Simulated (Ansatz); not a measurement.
# Variants of one calculation on LaSnPt (P-62m, 9 atoms in the cell)

```yaml
crystal:
  lattice:
    - [7.68742, 0.00000, 0.00000]
    - [-3.84371, 6.65750, 0.00000]
    - [0.00000, 0.00000, 4.20614]
  atoms:
    - { symbol: La, position: [0.41420, 0.41420, 0.00000] }
    - { symbol: La, position: [0.00000, 0.58580, 0.00000] }
    - { symbol: La, position: [0.58580, 0.00000, 0.00000] }
    - { symbol: Sn, position: [0.00000, 0.24827, 0.50000] }
    - { symbol: Sn, position: [0.24827, 0.00000, 0.50000] }
    - { symbol: Sn, position: [0.75173, 0.75173, 0.50000] }
    - { symbol: Pt, position: [0.33333, 0.66667, 0.50000] }
    - { symbol: Pt, position: [0.66667, 0.33333, 0.50000] }
    - { symbol: Pt, position: [0.00000, 0.00000, 0.00000] }
```

Base run A: LDA (PW92), default PAW files made with PBE run with Ansatz (a program for electronic structure), self-consistent single point.

Its settings: basis.ecutwfc = 420 eV; kpoints.mp_grid.grid = 4 4 5; hamiltonian.xc = lda; hamiltonian.pseudopotentials = {kind: paw} (the program's default PAW files); scf.occupations.method = cold; scf.occupations.width = 0.272 eV.

The starting cell comes from a database of computed structures (which also holds hypothetical and non-ambient phases and stackings), without a prior relaxation at this level. Spin polarisation is off. In the base run, with a pressure of about -6 GPa the cell is away from its equilibrium volume at this level. Ansatz's pressure includes its estimate of the finite-basis (Pulay) stress.

ΔF is the free energy per atom less that of run A. 

| run | change | ΔF (meV/atom) | pressure (GPa) | largest force (eV/Å) | k-points | valence electrons |
|---|---|---|---|---|---|---|
| A | base | 0.00 | -5.61 | 0.023 | 12 | 129 |
| B | crystal.symmetry.detect: default → false | 0.00 | -5.61 | 0.023 | 42 | 129 |
| C | kpoints.mp_grid.grid: 4 4 5 → 5 5 8 | 0.88 | -5.58 | 0.024 | 25 | 129 |
| D | 1 x 1 x 2 supercell, mesh divided and rounded up; kpoints.mp_grid.grid: 4 4 5 → 4 4 3 | 1.68 | -5.58 | 0.038 | 8 | 258 |
| E | scf.self_checks: default → high | 0.00 | -5.61 | 0.023 | 12 | 129 |
| F | scf.mixing.algorithm: default (the program chose MSR1) → broyden; scf.mixing.beta: default → 0.9 | 0.00 | -5.61 | 0.023 | 12 | 129 |

Run D against A: The free energy goes up by 1.7 meV/atom, the pressure moves little (-5.61 to -5.58 GPa) and the largest force goes from 0.023 to 0.038 eV/Å.

Run B against A: The free energy hardly moves (within 1 meV/atom), the pressure stays at -5.61 GPa and the largest force stays at 0.023 eV/Å.

Keys are those of Ansatz 0.2.
